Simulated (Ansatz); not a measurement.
The parent structure is SrO in the rock salt structure (space group Fm-3m, No. 225; a = 5.122 Å).

Method: PBEsol (Ansatz, a program for electronic structure; PAW; 420 eV plane waves; spin-orbit coupling left out).

Before the change:

The gap between the host's bands comes out as 3.20 eV.

Now apply this change: electron doping at 5.0×10^21 cm⁻³ (0.168 per cell), with a uniform compensating background at fixed cell and a 300 K Fermi–Dirac width.

**Question.** What does the calculation give for the gap between the host's bands and Fermi level from band edge after the change?

**Answer.** The gap between the host's bands shrinks by 0.03 eV (3.20 eV → 3.17 eV); the Fermi level relative to the doped band's edge (positive inside the band; to 0.05 eV) is +0.85 eV.

Carriers are added with a uniform compensating background; total energy and stress of such cells depend on the potential's zero and are not compared; many-body gap narrowing is missing at this level. No phonon test of stability was made.
